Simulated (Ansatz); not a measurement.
## Pressure series in Sn

The reference is Sn in the diamond structure (space group Fd-3m, No. 227; a = 6.656 Å).

Cell and atoms are relaxed at each pressure.

Level of theory: PBE (Ansatz, a program for electronic structure; PAW; 420 eV plane waves; scalar-relativistic without spin-orbit coupling).

Notes on the quantities. enthalpy: H = E + PV relative to the base's energy.

```json
[
 {"change": "base", "volume per atom": "36.86 Å³", "band gap": "zero", "enthalpy": "–"},
 {"change": "pressure −2 GPa", "volume per atom": "39.36 Å³", "band gap": "zero", "enthalpy": "-0.47 eV/atom"},
 {"change": "pressure −1 GPa", "volume per atom": "38.00 Å³", "band gap": "zero", "enthalpy": "-0.23 eV/atom"},
 {"change": "pressure 0.9 GPa", "volume per atom": "36.00 Å³", "band gap": "zero", "enthalpy": "+0.20 eV/atom"},
 {"change": "pressure 2.1 GPa", "volume per atom": "34.99 Å³", "band gap": "zero", "enthalpy": "+0.47 eV/atom"},
 {"change": "pressure 4.5 GPa", "volume per atom": "33.38 Å³", "band gap": "zero", "enthalpy": "+0.98 eV/atom"},
 {"change": "pressure 9 GPa", "volume per atom": "31.17 Å³", "band gap": "zero", "enthalpy": "+1.89 eV/atom"},
 {"change": "pressure 15 GPa", "volume per atom": "29.09 Å³", "band gap": "0.26 eV", "enthalpy": "+3.01 eV/atom"},
 {"change": "pressure 22.5 GPa", "volume per atom": "27.24 Å³", "band gap": "0.20 eV", "enthalpy": "+4.33 eV/atom"},
 {"change": "pressure 30 GPa", "volume per atom": "25.84 Å³", "band gap": "0.08 eV", "enthalpy": "+5.57 eV/atom"}
]
```

Load acts through the strain it causes; cell and atoms are relaxed under it. No phonon test of stability was made. Tetrahedral semiconductors of this kind turn to denser phases somewhere between about 1 and 50 GPa; those were not computed, so compressed cells here can lie past the real transition. The zero or small gap of Sn can change with the level of theory.
